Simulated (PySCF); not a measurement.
PySCF 2.14.0, B3LYP/def2-svp, df: Ta(O)(OMe)(Me)2 (C[O][Ta]([CH3])([CH3])=[O]), 15 atoms. The geometry is a generated start, not checked to be a minimum at this level.

| Property | Value |
|---|---|
| task | energy |
| method | b3lyp |
| basis | def2-svp |
| two-electron scheme | density fitting |
| mol.max_memory | 3000 MB |
| mf.max_cycle | 100 |
| mf.conv_tol | 1e-09 (default) |
| mf.grids.level | 3 (default) |
| effective core potentials | those of the basis set, past Kr |
| basis functions | 147 |
| grid points | 182800 |

```xyz
15

Ta     0.5068     0.5987     0.2331
O      1.5237     1.8615     0.7519
O      0.7477    -0.9096    -0.7405
C      1.1837    -1.9777    -1.4895
H      2.0184    -2.4830    -0.9860
H      0.3692    -2.6999    -1.6283
H      1.5229    -1.6397    -2.4773
C     -1.1833     1.7937    -0.7727
H     -0.9885     2.8647    -0.7977
H     -2.1257     1.6395    -0.2404
H     -1.3262     1.4585    -1.8012
C     -0.4346    -0.0404     2.2339
H      0.0910     0.3667     3.0963
H     -0.4316    -1.1278     2.3252
H     -1.4734     0.2947     2.2932
```

Charge 0 and multiplicity 1 are set for this test and not shown to be the ground state.

With the defaults (mf.DIIS = CDIIS, mf.diis = true, mf.init_guess = minao, mf.diis_space = 8, mf.damp = 0, mf.diis_start_cycle = 1) it converges in 15 Fock builds. One run each on 2 threads, 1 BLAS thread, with these changes:
- mf.DIIS = EDIIS
- mf.init_guess = atom
- mf.diis_space = 5
- mf.diis = false, mf.damp = 0.7, mf.diis_start_cycle = 999
- mf.diis_space = 12
- mf.diis = false
- mf.diis_space = 3
- mf.init_guess = 1e
- mf.init_guess = mod_huckel

Q: Name the settings that don't reach the solution of the defaults.

A: No convergence: mf.DIIS = EDIIS; mf.diis = false (the run ends without SCF convergence in 100 cycles). The rest reach the solution of the defaults.

| setting | Fock builds | end |
|---|---|---|
| mf.diis_space = 12 | 14 | same solution |
| the defaults | 15 | same solution |
| mf.init_guess = atom | 15 | same solution |
| mf.diis_space = 5 | 17 | same solution |
| mf.init_guess = mod_huckel | 17 | same solution |
| mf.init_guess = 1e | 22 | same solution |
| mf.diis_space = 3 | 26 | same solution |
| mf.diis = false, mf.damp = 0.7, mf.diis_start_cycle = 999 | 28 | same solution |
| mf.DIIS = EDIIS | 101 | no convergence |
| mf.diis = false | 101 | no convergence |
